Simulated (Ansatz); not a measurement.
GaCuSe2: biaxial strain +0.75 %, plane normal [001], relaxed out of plane

Base system: GaCuSe2 in the chalcopyrite structure (space group I-42d, No. 122; a = 5.6718 Å, c = 11.2626 Å). Axes: x, y, z lie along a, b, c of the conventional cell.

The change: tensile biaxial strain of 0.75 % in the plane normal to [001], as in epitaxy on a mismatched substrate; the out-of-plane cell vector and the atoms relax.

All numbers come from Kohn–Sham DFT with the PBE functional, run in Ansatz (an electronic-structure program) with PAW and 420 eV plane waves, spin-orbit coupling left out. k-mesh 8×8×8 (Γ-centred); smearing 0.05 eV (Fermi–Dirac).

| quantity | base | changed | shift |
|---|---|---|---|
| volume per atom | 22.64 Å³ | 22.79 Å³ | +0.143 Å³ |
| space group | I-42d (No. 122) | I-42d (No. 122) | – |
| shortest interatomic distance | 2.430 Å | 2.437 Å | +0.007 Å |
| energy relative to the base (free energy F) | 0 meV/atom | +0.6 meV/atom | +0.6 meV/atom |
| pressure (mean of the normal stresses, compression positive) | 0.0 GPa | -0.4 GPa | -0.4 GPa |
| band gap | zero | zero | – |
| out-of-plane strain (rough) | – | -0.86 % | – |
| mean in-plane stress (compression positive) (rough) | – | -0.6 GPa | – |

Without a gap, meshes like the base's 8×8×8 leave anisotropic stresses uncertain by several tenths of a GPa, and small strain energies with them. No phonon test of stability was made. The final runs are not spin-polarised. Gaps under 0.05 eV, about the width of the smearing, are given as zero. A zero or small gap of GaCuSe2 can be the functional's error rather than a property of the material.
